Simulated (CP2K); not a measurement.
Worked example: self-consistent single point of SiO2 (P-31m, 36 atoms in the cell) in CP2K.

Level of theory: LDA (Pade form), GPW, DZVP-MOLOPT-SR-GTH basis, GTH-PADE potentials (GTH_POTENTIALS) (CP2K).

The input file:

```
&GLOBAL
  PROJECT sio2
  RUN_TYPE ENERGY_FORCE
  PRINT_LEVEL LOW
&END GLOBAL
&FORCE_EVAL
  METHOD Quickstep
  STRESS_TENSOR ANALYTICAL
  &DFT
    BASIS_SET_FILE_NAME BASIS_MOLOPT
    POTENTIAL_FILE_NAME GTH_POTENTIALS
    &QS
      METHOD GPW
      EPS_DEFAULT 1E-10
    &END QS
    &MGRID
      CUTOFF 270
      REL_CUTOFF 50
      NGRIDS 4
    &END MGRID
    &SCF
      SCF_GUESS ATOMIC
      EPS_SCF 1E-6
      MAX_SCF 100
      ADDED_MOS 30
      &DIAGONALIZATION
        ALGORITHM STANDARD
      &END DIAGONALIZATION
      &MIXING
        METHOD BROYDEN_MIXING
        ALPHA 0.4
        NBUFFER 8
        BETA 1
      &END MIXING
      &SMEAR ON
        METHOD GAUSSIAN
        SIGMA [eV] 0.01
      &END SMEAR
    &END SCF
    &KPOINTS
      SCHEME MACDONALD 2 2 5 0.25 0.25 0
    &END KPOINTS
    &XC
      &XC_FUNCTIONAL PADE
      &END XC_FUNCTIONAL
    &END XC
    &PRINT
      &MO
        EIGENVALUES T
        OCCUPATION_NUMBERS T
        NDIGITS 8
        FILENAME mo
        &EACH
          QS_SCF 0
        &END EACH
        ADD_LAST NUMERIC
      &END MO
      &MULLIKEN OFF
      &END MULLIKEN
    &END PRINT
  &END DFT
  &SUBSYS
    &CELL
      A 12.09342600 0.00000000 0.00000000
      B -6.04671300 10.47321400 0.00000000
      C 0.00000000 0.00000000 4.58049200
      PERIODIC XYZ
    &END CELL
    &COORD
      Si       7.02452696     5.64328190     3.58652524
      Si      -0.97781396     4.82993210     0.99396676
      Si       3.69393697     3.26177777     3.58652524
      Si       2.35277603     7.21143623     0.99396676
      Si       7.42167507     1.56815433     3.58652524
      Si      -1.37496207     8.90505967     0.99396676
      Si       4.67175093     1.56815433     0.99396676
      Si       1.37496207     8.90505967     3.58652524
      Si       5.06889904     5.64328190     0.99396676
      Si       0.97781396     4.82993210     3.58652524
      Si       8.39948903     3.26177777     0.99396676
      Si      -2.35277603     7.21143623     3.58652524
      O        4.50159643     4.38314479     0.00000000
      O        1.54511657     6.09006921     0.00000000
      O        6.04671300     1.70692442     0.00000000
      O       -0.00000000     8.76628958     0.00000000
      O        7.59182957     4.38314479     0.00000000
      O       -1.54511657     6.09006921     0.00000000
      O       -1.46306268     7.82684229     2.29024600
      O        7.50977568     2.64637171     2.29024600
      O       -0.00000000     5.29274343     2.29024600
      O        6.04671300     5.18047057     2.29024600
      O        1.46306268     7.82684229     2.29024600
      O        4.58365032     2.64637171     2.29024600
      O       -2.28862040     3.96400677     1.58278901
      O       -3.75809260     6.50920723     2.99770299
      O        3.75809260     6.50920723     1.58278901
      O        2.28862040     3.96400677     2.99770299
      O        4.57724081     0.00000000     1.58278901
      O        7.51618519     0.00000000     2.99770299
      O        3.35783043     1.93864428     0.00000000
      O        2.68888257     8.53456972     0.00000000
      O        8.73559557     1.93864428     0.00000000
      O       -2.68888257     8.53456972     0.00000000
      O        6.04671300     6.59592545     0.00000000
      O        0.00000000     3.87728855     0.00000000
    &END COORD
    &KIND Si
      BASIS_SET DZVP-MOLOPT-SR-GTH-q4
      POTENTIAL GTH-PADE-q4
    &END KIND
    &KIND O
      BASIS_SET DZVP-MOLOPT-SR-GTH-q6
      POTENTIAL GTH-PADE-q6
    &END KIND
  &END SUBSYS
  &PRINT
    &FORCES ON
    &END FORCES
    &STRESS_TENSOR ON
    &END STRESS_TENSOR
  &END PRINT
&END FORCE_EVAL
```

The program printed (abridged):

```
 SCF WAVEFUNCTION OPTIMIZATION

  Step     Update method      Time    Convergence         Total energy    Change
     1 NoMix/Diag. 0.40E+00      -     1.61199684      -433.8162139358 -4.34E+02
     2 Broy./Diag. 0.40E+00      -     0.20652044      -407.0069312644  2.68E+01
     3 Broy./Diag. 0.40E+00      -     0.05894861      -432.8549661393 -2.58E+01
     4 Broy./Diag. 0.40E+00      -     0.03731647      -434.1678828645 -1.31E+00
     5 Broy./Diag. 0.40E+00      -     0.00618270      -433.7357918667  4.32E-01
     6 Broy./Diag. 0.40E+00      -     0.00244273      -433.8916982450 -1.56E-01
   [... lines left out ...]
    11 Broy./Diag. 0.40E+00      -     0.00021333      -433.8015700327  4.58E-03
    12 Broy./Diag. 0.40E+00      -     0.00005426      -433.7977275527  3.84E-03
    13 Broy./Diag. 0.40E+00      -     0.00005264      -433.7964882375  1.24E-03
    14 Broy./Diag. 0.40E+00      -     0.00001288      -433.7956068785  8.81E-04
    15 Broy./Diag. 0.40E+00      -     0.00001028      -433.7954417989  1.65E-04
    16 Broy./Diag. 0.40E+00      -     0.00000436      -433.7950093976  4.32E-04
    17 Broy./Diag. 0.40E+00      -     0.00000184      -433.7948716443  1.38E-04
    18 Broy./Diag. 0.40E+00      -     0.00000093      -433.7949203417 -4.87E-05
  *** SCF run converged in    18 steps ***

  Overlap energy of the core charge distribution:               0.00000009489629
  Self energy of the core charge distribution:              -1107.38253221391756
  Core Hamiltonian energy:                                    309.31088922426687
  Hartree energy:                                             462.49426275663757
  Exchange-correlation energy:                                -98.21754020362539
  Smearing free energy correction:                              0.00000000000000
  Fermi energy:                                                 0.08015936163959

  Total energy:                                              -433.79492034174223
  Total energy (extrapolated to sigma->0):                   -433.79492034174223

   [... lines left out ...]

 STRESS| Analytical stress tensor [bar]
 STRESS|                        x                   y                   z
 STRESS|      x       -1.65359354107E+05  -1.89694600485E+00   2.13824930533E-01
 STRESS|      y       -1.89694600485E+00  -1.65361392641E+05   6.36318154562E-03
 STRESS|      z        2.13824930533E-01   6.36318154562E-03  -1.75842774307E+05
 STRESS| 1/3 Trace                                            -1.68854507018E+05
```

The run converged in 18 iterations. For comparison: a first run was changed to give this one (lattice scaled by 1.03; CUTOFF: 450 Ry → 270 Ry), and from it to this one the free energy goes up by 104 meV/atom, the pressure goes from -6.54 to -16.89 GPa, the largest force goes from 0.752 to 2.020 eV/Å and the gap on the mesh goes from 5.773 to 4.699 eV.

The starting cell comes from a database of computed structures (which also holds hypothetical and non-ambient phases and stackings), without a prior relaxation at this level. For this run, on top of that: lattice scaled by 1.03. Values carry the incompleteness of an atom-centred basis. Forces in this geometry exceed 1 eV/Å.

Cost on one core of a shared machine: roughly 2 min.
